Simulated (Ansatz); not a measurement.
Response to strain in Ge

The parent structure is Ge in the diamond structure (space group Fd-3m, No. 227; a = 5.6222 Å).

Strains are applied to the cell and any free atomic positions relax.

The values are results of LDA (Ansatz, a program for electronic structure), scalar-relativistic without spin-orbit coupling, not measurements.

Notes on the quantities. energy relative to the base: free energy F.

| change | band gap | pressure | volume per atom | energy relative to the base |
|---|---|---|---|---|
| base | zero | 0.0 GPa | 22.21 Å³ | 0 meV/atom |
| isotropic strain −3.00 % | 0.32 eV | 8.2 GPa | 20.27 Å³ | +45 meV/atom |
| isotropic strain −2.50 % | 0.34 eV | (withheld) | 20.59 Å³ | +31 meV/atom |
| isotropic strain −2.00 % | 0.30 eV | 5.0 GPa | 20.91 Å³ | +19 meV/atom |
| isotropic strain −1.00 % | (withheld) | 2.3 GPa | 21.55 Å³ | +4.6 meV/atom |
| isotropic strain −0.50 % | 0.12 eV | 1.1 GPa | 21.88 Å³ | +1.1 meV/atom |
| isotropic strain +0.50 % | zero | -1.0 GPa | 22.55 Å³ | +1.1 meV/atom |
| isotropic strain +1.50 % | zero | -2.9 GPa | 23.23 Å³ | +9.5 meV/atom |
| isotropic strain +2.00 % | zero | -3.7 GPa | 23.57 Å³ | +17 meV/atom |
| isotropic strain +3.00 % | zero | -5.1 GPa | 24.27 Å³ | +36 meV/atom |

Problem. Complete the table.

Solution. 
- isotropic strain −2.50 %, pressure: 6.5 GPa
- isotropic strain −1.00 %, band gap: 0.20 eV

No phonon test of stability was made. A zero or small gap of Ge can be the functional's error rather than a property of the material.
